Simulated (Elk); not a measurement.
Band structure of TiIn (P4/mmm, 2 atoms in the cell).

```
CELL_PARAMETERS angstrom
      2.96351     0.00000     0.00000
      0.00000     2.96351     0.00000
      0.00000     0.00000     4.23930
ATOMIC_POSITIONS crystal
  Ti 0.50000 0.50000 0.50000
  In 0.00000 0.00000 0.00000
```

Level of theory: Elk with PBEsol, all-electron FP-LAPW, Elk's shipped species files, APW+lo basis with extra local orbitals.

Settings: xctype = 22; rgkmax = 8; stype = 3; swidth = 0.00367493 Ha; ngridk = 15 15 10; gmaxvr = 18 1/bohr; lmaxapw = 10; lmaxo = 8; nxlo = 2; lorbcnd = true; lradstp = 2; nrmtscf = 2; lmaxi = 4.

The starting cell comes from a database of computed structures (which also holds hypothetical and non-ambient phases and stackings), without a prior relaxation at this level. Its lattice was rescaled by a random factor within 2.5 % of one. Spin polarisation is off. Values depend on the basis (sphere radii, cutoffs, local orbitals), which need not be converged.

Levels in eV from the Fermi level, bands 13 to 20:
```csv
point,13,14,15,16,17,18,19,20
Γ,-9.67,-1.42,-0.76,-0.69,1.81,1.81,2.67,5.60
X,-5.18,-4.76,-1.74,-0.47,1.30,1.90,3.59,5.67
M,-3.12,-0.94,-0.94,0.24,0.24,0.30,3.48,3.66
Z,-8.34,-5.41,-0.74,0.29,1.28,1.28,2.65,10.11
R,-5.25,-3.28,-1.58,-0.91,1.26,1.51,1.90,3.07
A,-2.41,-2.39,-2.39,0.51,1.47,3.48,4.23,4.32
```

Bands cross the Fermi level along this path, so the cell is metallic at this level.
